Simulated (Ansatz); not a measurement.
System: Mg2BeN2 (model structure, started from the Ca2ZnN2 type, I4/mmm, No. 139, 5 atoms in the cell). Method: LDA (Ansatz, a first-principles code, plane waves, PAW).

Settings: plane-wave cutoff 520 eV, 16×16×16 k mesh, Fermi–Dirac smearing 0.01 eV, scalar-relativistic PAW data made under PBE.

The cell is the one relaxed with PBEsol. Conventional cell: a = 3.1115 Å, b = 3.1115 Å, c = 10.9807 Å, α = 90.00°, β = 90.00°, γ = 90.00°.

```
BeMg2N2
1.0
   -1.55576     1.55576     5.49036
    1.55576    -1.55576     5.49036
    1.55576     1.55576    -5.49036
Mg Be N
2 1 2
Direct
  0.66409   0.66409   0.00000
  0.33591   0.33591   0.00000
  0.00000   0.00000   0.00000
  0.86052   0.86052   0.00000
  0.13948   0.13948   0.00000
```

Task: List the 11 lowest band energies at Γ above −25 eV (eV, relative to the valence band maximum), grouping those that round alike.

Result: At Γ: -14.08, -13.11, -5.41, -2.03, -0.75 (×2), -0.64 (×2), 1.02, 6.30, 7.74.

Note: the relaxation could raise the start's symmetry but not lower it, so the cell can be a saddle point; cell and atoms aren't relaxed at this level (largest force component 0.14 eV/Å, pressure -4.5 GPa).

A model structure was made by putting elements into a prototype or built by hand; it is no filed structure, need not be a known phase, and can be a saddle point held by its symmetry.
